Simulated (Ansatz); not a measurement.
An Ansatz (a quantum-chemistry and plane-wave program) run: Mo with a change (biaxial strain −0.83 %, plane normal [111], relaxed out of plane); Kohn–Sham DFT with the PBEsol functional, run in Ansatz with PAW and 420 eV plane waves, no SOC.

Input:

Ansatz 0.2 input:
```yaml
crystal:
  lattice:
    - [4.3896981441, 0, 0]
    - [2.1948490721, 3.8015901078, 0]
    - [2.1948490721, -1.2671967026, 0.9072924892]
  atoms:
    - { symbol: Mo, position: [0, 0, 0] }
basis: { ecutwfc: 420, ecutrho_ratio: 4, xc_grid: 2, fft_grid_basis: typed }
kpoints: { mp_grid: { grid: [29, 29, 29] } }
hamiltonian:
  xc: pbesol
  dispersion: none
  pseudopotentials: { kind: paw }
scf: { occupations: { method: fermi_dirac, width: 0.1 } }
relax: { f_tol: 0.005, max_steps: 50, cell: { stress_tol: 0.01, fix: [a, b, gamma] } }
output: { forces: true, stress: true }
checkpoint: { write: state.ck, write_every: 1000 }
```

Output (explanatory and most iteration lines left out):

```
Relaxation: its limit of steps is 50 (relax.max_steps)
Pseudopotential: Mo, paw, valence charge 14
Crystal: 1 atoms, lattice volume = 15.141 Å³
Basis set: ecut = 420 eV, 321 PW (Γ), exchange–correlation on 60×60×36 points (8 copies of the dense FFT grid, shifted against one another)
Bands: 11, of which v1, the nominal top of the filled ones, is band 7 counted from 1 (6 counted from 0)
Symmetry: 12 space group operations
Space group: R-3m (ITA 166), of the structure as read, at distance tolerance 2.5e-5 Å
k-points: 2255 of 24389
Functional: x = pbesol(κ = 0.804, μ = 0.12345679012345678), c = pbesol(β = 0.046)
SCF iter   1: F=—  HF=-4897.477975 eV  |F-HF|=—  |Δ(HF+E_count)|=         —  Δρ=6.20e-3  dr2=3.82e-3  ethr=1.77e-3  ⟨swp⟩=5.0  Hψ=145465  notcnv=0
SCF iter   2: F=—  HF=-4897.476668 eV  |F-HF|=—  |Δ(HF+E_count)|=   1.31e-3  Δρ=2.34e-3  dr2=2.18e-4  ethr=2.73e-5  ⟨swp⟩=2.3  Hψ=53506  notcnv=0
SCF 1 converged in 6 iterations: F = -4897.476644 eV  dr2 = 6.52e-11
relax step   1: F+E_penalty+E_count = -4897.47664352 eV  Δ(F+E_penalty+E_count) = +0.000e0 eV  max|allowed force component| = 0.000e0 eV/Å  Δτ_max = 0.0000 Å  P = +3.623 GPa  Ω = 15.141 Å³  fix = [a, b, gamma]  reactions: a +4.520, b +4.520 GPa  (6 SCF iters, dr2 threshold 1.00e-7 eV, accepted)
[... steps on the carried basis left out ...]
relax step   4: F+E_penalty+E_count = -4897.47700670 eV  Δ(F+E_penalty+E_count) = -2.144e-7 eV  max|allowed force component| = 0.000e0 eV/Å  Δτ_max = 0.0000 Å  P = +2.372 GPa  Ω = 15.207 Å³  energy of the carried Pulay correction = -1.200e-5 eV  fix = [a, b, gamma]  reactions: a +3.558, b +3.558 GPa  (3 SCF iters, dr2 threshold 1.18e-9 eV, accepted)
Crystal: 1 atoms, lattice volume = 15.207 Å³
Basis set: ecut = 420 eV, 321 PW (Γ), exchange–correlation on 60×60×40 points (8 copies of the dense FFT grid, shifted against one another)
SCF iter   1: F=—  HF=-4897.477018 eV  |F-HF|=—  |Δ(HF+E_count)|=         —  Δρ=9.89e-5  dr2=3.31e-8  ethr=2.89e-8  ⟨swp⟩=3.3  Hψ=218926  notcnv=0
SCF iter   2: F=—  HF=-4897.477019 eV  |F-HF|=—  |Δ(HF+E_count)|=   6.64e-7  Δρ=4.94e-5  dr2=8.06e-9  ethr=2.37e-10  ⟨swp⟩=1.3  Hψ=26970  notcnv=0
SCF 5 converged in 4 iterations: F = -4897.477019 eV  dr2 = 3.97e-13
SCF converged after 4 iterations
Free energy (F): -4897.477019 eV
Internal energy: -4897.455571 eV  (E = F + TS)
E sigma→0 (E₀):  -4897.466295 eV
Entropy (-TS):   -0.021447 eV (-21.447 meV/atom)
Fermi energy:    21.654762 eV
--- Forces (eV/Å), atoms counted from 1 ---
  atom   1  Mo     0.00000000     0.00000000     0.00000000
--- Stress (GPa, compression-positive) ---
        3.557197      -0.000000      -0.000000
       -0.000000       3.557197      -0.000000
       -0.000000      -0.000000      -0.001922
  P = ⅓ Tr σ = 2.3708 GPa (23.708 kbar)
--- Relaxed structure (4 steps of the walk, 4 accepted, 1 SCFs on fresh bases) ---
  cell:  # Å, volume = 15.2069 Å³
    - [4.389698144136949, -2.8867509186855428e-11, -1.612746192561307e-10]
    - [2.1948490720934744, 3.801590107753568, -8.06373069382492e-11]
    - [2.19484907209362, -1.2671967026037676, 0.9112553923534146]
  atoms:
    - { symbol: Mo, position: [0.0, 0.0, 0.0] }
```

Stability against distortions was not tested. The final runs are not spin-polarised. The cell was made from Mo in the bcc (W type) structure (space group Im-3m, No. 229) by this change: biaxial strain −0.83 %, plane normal [111], relaxed out of plane.
